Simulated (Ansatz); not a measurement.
## The (331) surface of germanium in its 1x1 cell, relaxed from an ideal cut (the real face may reconstruct), outermost plane spacing 0.33 Å in the ideal cut

The numbers are results of r2SCAN, at the PBE geometry (plane waves to 500 eV, PAW; Ansatz, a first-principles code), not measurements.

Slab: 18 atoms, 10.9 Å thick at the start; k 7x3x1, smearing 0.025 eV, dipole-corrected; single point; on the structure that PBE left under its start's symmetry; no spin (no spin-polarised run to compare, though such a face may carry moments), no spin-orbit, no U. The slab shows no gap on its mesh.

```
Item                                                         Value
-----------------------------------  -----------------------------
surface energy (mean of both faces)                      1.23 J/m²
work function of the top face                              4.86 eV
cost                                 around 6 core-minutes (rough)
```
